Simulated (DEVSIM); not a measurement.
System: abrupt Si n-p junction, at 300 K.

Layer 1 from the left is Si, thickness (μm) 0.210, Nd (cm⁻³) 9.8e16, τn (s) 5.4e-7, τp (s) 5.4e-7. Layer 2 from the left is Si, thickness (μm) 100, Na (cm⁻³) 1.5e17, τn (s) 5.4e-7, τp (s) 5.4e-7.

Left contact: ohmic. Right contact: ohmic. Voltage is applied to the left contact. Recombination: SRH at mid-gap, Auger. Mobility is μmin + (μ − μmin)/(1 + (N/Nref)^α).

Constants are typed, rounded textbook-type inputs, not results; the design itself was drawn at random and stands for no fabricated device. Values at 300 K.

Si: gap (eV) 1.124, affinity (eV) 4.05, permittivity 11.7, Nc (cm⁻³) 2.86e19, Nv (cm⁻³) 3.1e19, μn (cm²/Vs) 1417, μp (cm²/Vs) 470, μn,min 52, μp,min 45, Nref,n 9.7e16, Nref,p 2.2e17, αn 0.68, αp 0.72, Cn (cm⁶/s) 2.8e-31, Cp (cm⁶/s) 9.9e-32.

Simulated with DEVSIM: 1D drift-diffusion, Boltzmann statistics, complete ionisation; no tunnelling, impact ionisation, image-force lowering or self-heating.

Task: What does the simulation give for the dark forward voltage at 100 A/cm², the largest field in the device at zero bias, the potential step across the device at zero bias?

Result: dark forward voltage at 100 A/cm² 0.863 V; largest field in the device at zero bias 120000 V/cm; potential step across the device at zero bias 0.839 V.
